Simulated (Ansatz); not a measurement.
Functionals compared on Br on the (100) surface of germanium (p(2x2) alternately buckled dimers; a constructed slab, bottom: dihydride, held), one in a cell of 66 Å², started at the site 'bridge Ge-Ge (span 4.1 Å)', in Ansatz (plane waves, PAW). The structure was relaxed with PBE; the other rows are single points on it, each with its references at the same level. Cutoff 420 eV (500 eV for r2SCAN).

Slab: 41 atoms, 11.3 Å thick at the start with caps and adatoms under the adsorbate (thin: gaps and levels are the slab's own); k 3x3x1, smearing 0.01 eV, dipole-corrected; 24 atoms held, the rest relaxed; no symmetry held; spin-polarised, ending with about 0.9 μB a cell, a value that depends on the mesh; orders that need a larger cell were not tried, no spin-orbit, no U, no dispersion correction. Its gap by band count is narrow, 0.04 eV on this mesh, and the smearing reaches across it. At the end it is bonded to Ge. In PBE this state lies 0.03 eV over the lowest of the starts that converged ('hollow Ge-Ge-Ge-Ge over Ge at depth 3.2 Å'). These notes are the PBE run's. RPBE: The program's check for a lower electronic state was not made. r2SCAN: The program's check for a lower electronic state was not made. Adsorption energies are against ½ Br2(g). A negative adsorption energy means that the adsorbate is more stable on the surface than in its reference.

| functional | adsorption energy (eV) | rough cost of the single point |
|---|---|---|
| PBE | -1.50 | – |
| RPBE | -1.38 | roughly 20 core-minutes |
| r2SCAN | … | roughly 30 core-minutes |

Task: Fill in the missing entries.

Result: 
- r2SCAN, adsorption energy (eV): -1.73

Ansatz is a first-principles code.
